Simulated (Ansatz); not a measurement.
Arrangements of (Si,Sn) (diamond start, 64 atoms, Si 0.500, Sn 0.500; order 0 is random, negative favours unlike neighbours; against end members of that type):

A. P1 cell, first-shell order -0.47
B. P1 cell, first-shell order -0.16
C. P1 cell, first-shell order 0.00

Computed with PBE (plane waves to 420 eV, PAW; Ansatz, a program for electronic structure). Scalar-relativistic, without spin–orbit coupling.

Problem. Order them by mixing enthalpy, lowest first.

Solution. A (133 meV/site), B (135 meV/site), C (151 meV/site)
